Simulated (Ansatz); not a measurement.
## Pressure series in As

The parent structure is As in the A7 type structure (space group R-3m, No. 166; a = 3.783 Å, c = 10.109 Å (hexagonal axes); layered).

Cell and atoms are relaxed at each pressure.

The values are results of plane-wave PAW DFT at the PBE-D3(BJ) level (Ansatz, a first-principles code, 420 eV), no SOC, not measurements.

```csv
pressure (GPa),volume per atom (Å³/atom)
-2,21.863
-1,21.325
0,20.887
3,19.869
7,?
15,17.444
30,15.699
```

Task: Fit the third-order Birch–Murnaghan form P(V) = (3B₀/2)[(V₀/V)^(7/3) − (V₀/V)^(5/3)]·[1 + (3/4)(B₀′ − 4)((V₀/V)^(2/3) − 1)] (squares taken in P) to the rows shown and predict the withheld row.

Result: Least squares on the printed values gives V₀ = 20.921 Å³/atom, B₀ = 53.8 GPa, B₀′ = 4.6; this predicts 18.879 Å³/atom, and the run gives 18.859 Å³/atom, 0.020 lower.

A case with no gap was solved on a k-mesh chosen for an insulator, which is coarse for it. Load acts through the strain it causes; cell and atoms are relaxed under it. Stability against distortions was not tested. Measured, As leaves this structure (for simple cubic) near 25 GPa (temperature not stated; as listed in Olga Degtyareva, NATO science for peace and security series. B, Physics and biophysics (2010)).
